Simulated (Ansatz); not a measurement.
Migration barriers of vacancies in halides: PBE bands (Ansatz, a program for electronic structure, plane waves to 420 eV, PAW, climbing-image NEB) beside the CHGNet universal potential on its own band (it has no charge state). Forward barriers of single hops from the lowest site run, static nuclei, no finite-size correction. The rows are a random draw from the bands that converged and passed our checks of state and shape. Saddle orders were checked for a part of the study's bands only and are not shown. Vacancies start on their lattice site; split forms were not set up. Charge states are imposed.

```json
[
 {"Defect": "F vacancy in rutile-type MgF2, charge +1", "Route": "a nearby F jumps into the vacancy", "Hop (Å), direction in the unit cell": "2.69 along (0.10, 0.47, -0.47)", "End over start, densest mesh run (eV)": "0.00", "Cell and PBE mesh": "72 sites, Γ", "CHGNet k-points": "none", "PBE (eV)": "0.71"},
 {"Defect": "F vacancy in fluorite, charge +1", "Route": "a nearby F jumps into the vacancy", "Hop (Å), direction in the unit cell": "2.28 along (0.00, -0.41, 0.00)", "End over start, densest mesh run (eV)": "0.00", "Cell and PBE mesh": "96 sites, Γ", "CHGNet k-points": "none", "PBE (eV)": "0.23"},
 {"Defect": "Mg vacancy in rutile-type MgF2, charge -2", "Route": "a nearby Mg jumps into the vacancy", "Hop (Å), direction in the unit cell": "2.94 along (0.00, 0.00, -0.95)", "End over start, densest mesh run (eV)": "0.00", "Cell and PBE mesh": "72 sites, Γ", "CHGNet k-points": "none", "PBE (eV)": "1.22"},
 {"Defect": "F vacancy in rutile-type MgF2, charge +1", "Route": "a nearby F jumps into the vacancy", "Hop (Å), direction in the unit cell": "3.03 along (0.00, 0.00, -0.98)", "End over start, densest mesh run (eV)": "0.00", "Cell and PBE mesh": "72 sites, Γ", "CHGNet k-points": "none", "PBE (eV)": "1.17"},
 {"Defect": "Ca vacancy in fluorite, charge -2", "Route": "a nearby Ca jumps into the vacancy", "Hop (Å), direction in the unit cell": "3.75 along (-0.48, 0.00, -0.48)", "End over start, densest mesh run (eV)": "0.00", "Cell and PBE mesh": "96 sites, Γ", "CHGNet k-points": "none", "PBE (eV)": "1.94"},
 {"Defect": "F vacancy in rutile-type MgF2, charge +1", "Route": "a nearby F jumps into the vacancy", "Hop (Å), direction in the unit cell": "2.33 along (-0.35, -0.35, 0.00)", "End over start, densest mesh run (eV)": "0.00", "Cell and PBE mesh": "72 sites, Γ", "CHGNet k-points": "none", "PBE (eV)": "0.53"},
 {"Defect": "Mg vacancy in rutile-type MgF2, charge -2", "Route": "a nearby Mg jumps into the vacancy", "Hop (Å), direction in the unit cell": "3.59 along (0.49, 0.49, -0.49)", "End over start, densest mesh run (eV)": "0.00", "Cell and PBE mesh": "72 sites, Γ", "CHGNet k-points": "none", "PBE (eV)": "1.43"}
]
```

Q: What does CHGNet give for each row, and how does it differ from PBE over these rows?

A: In the order of the rows: 0.67, 0.22, 1.41, 1.02, 1.79, 0.68, 1.40 eV. Against PBE it lies higher in 2 of 7 rows and lower in 2 (differences over 0.07 eV). The mean difference is -0.01 eV (median -0.03) and the mean size 0.10 eV; the largest, +0.19 eV, is in row 3.
